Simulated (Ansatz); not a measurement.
## A computed series for hypothetical zinc blende KF: pressure series

Start from KF in the zinc blende structure (space group F-43m, No. 216; a = 5.9502 Å; a hypothetical phase, not in the database extracts checked).

Cell and atoms are relaxed at each pressure.

All numbers come from PBE, PAW, 420 eV (Ansatz, a quantum-chemistry and plane-wave program; no SOC).

```csv
pressure (GPa),volume per atom (Å³/atom)
-1,27.840
0,26.334
1.8,24.466
4.2,22.751
9,?
30,16.254
45,14.740
60,13.679
```

Problem. Fit the third-order Birch–Murnaghan form P(V) = (3B₀/2)[(V₀/V)^(7/3) − (V₀/V)^(5/3)]·[1 + (3/4)(B₀′ − 4)((V₀/V)^(2/3) − 1)] (squares taken in P) to the rows shown and predict the withheld row.

Solution. Least squares on the printed values gives V₀ = 26.308 Å³/atom, B₀ = 21.5 GPa, B₀′ = 4.4; this predicts 20.598 Å³/atom, and the run gives 20.549 Å³/atom, 0.049 lower.

Load acts through the strain it causes; cell and atoms are relaxed under it. Whether these cells are dynamically stable was not tested. No other phases were tried under pressure.
